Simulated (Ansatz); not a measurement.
Consider PbSe in the rock salt structure (space group Fm-3m, No. 225).

Computed with PBEsol (Ansatz, a quantum-chemistry and plane-wave program), scalar-relativistic without spin-orbit coupling.

Measured: band gap 0.27 eV (temperature not stated; as listed in Manish Kothakonda et al., ACS Materials Au (2022)).

Q: What do the calculations give for these quantities, and how do they miss?

A: 
```csv
level,band gap
PBEsol,0.17 eV
```

Computed minus measured — band gap: PBEsol -0.10 eV. Measured values not marked as corrected hold thermal and zero-point effects that the static-lattice runs lack. A measured gap can be an optical one, lowered by exciton binding. Levels without spin-orbit coupling miss its effect on the gap.

With Pb present, leaving out spin-orbit coupling can change the band edges. Stability against distortions was not tested. The zero or small gap of PbSe can change with the level of theory.
